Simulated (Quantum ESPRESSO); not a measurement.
Worked example: self-consistent single point of Be2Ag (R3m, 6 atoms in the cell) in Quantum ESPRESSO.

Computed with LDA (PZ), GBRV 1.5 ultrasoft (LDA) pseudopotentials (plane waves; Quantum ESPRESSO 7.5).

```xyz
6
Lattice="0.0000 3.1805 3.1805 3.1805 0.0000 3.1805 3.1805 3.1805 0.0000" Properties=species:S:1:pos:R:3 pbc="T T T"
Be     2.3854     2.3854     3.9756
Be     2.3854     3.9756     2.3854
Be     4.0045     4.0045     4.0045
Be     3.9756     2.3854     2.3854
Ag     1.5902     1.5902     1.5902
Ag     0.0000     0.0000     0.0000
```

Reference input (self-consistent single point, DFT, LDA (PZ), plane waves, GBRV 1.5 ultrasoft (LDA) pseudopotentials): ecutwfc = 40 Ry; ecutrho = 320 Ry; occupations = smearing; smearing = fd; degauss = 0.0073499 Ry; potentials = {Be: be_lda_v1.4.uspp.F.UPF, Ag: ag_lda_v1.4.uspp.F.UPF}; K_POINTS = automatic 4 4 4 0 0 0; conv_thr = 1e-10 Ry. This run's input differs from it in these lines:

```diff
@@ -13,5 +13,3 @@
     ecutrho = 320,
-    occupations = 'smearing',
-    smearing = 'fd',
-    degauss = 0.0073499,
+    occupations = 'tetrahedra_opt',
 /
```

Log, with long lists cut:

```
     Self-consistent Calculation

     iteration #  1     ecut=    40.00 Ry     beta= 0.70

     total energy              =    -698.90390500 Ry
     estimated scf accuracy    <       6.84090308 Ry

     iteration #  2     ecut=    40.00 Ry     beta= 0.70

     total energy              =    -702.06326077 Ry
     estimated scf accuracy    <      11.91816351 Ry

     iteration #  3     ecut=    40.00 Ry     beta= 0.70

     total energy              =    -703.32821484 Ry
     estimated scf accuracy    <       0.59740846 Ry

   [... 95 blocks of this kind left out ...]

     iteration # 99     ecut=    40.00 Ry     beta= 0.70

     total energy              =    -703.38755561 Ry
     estimated scf accuracy    <       0.00000170 Ry

     iteration #100     ecut=    40.00 Ry     beta= 0.70

     total energy              =    -703.38755561 Ry
     estimated scf accuracy    <       0.00000170 Ry
     End of self-consistent calculation

     convergence NOT achieved after 100 iterations: stopping

   JOB DONE.
```

The run ended unconverged after 100 iterations. 

The starting cell comes from a database of computed structures (which also holds hypothetical and non-ambient phases and stackings), without a prior relaxation at this level. Its lattice was rescaled by up to half a per cent. One atom was moved a little off its site on purpose.

Cost on one core of a shared machine: roughly 4 min.
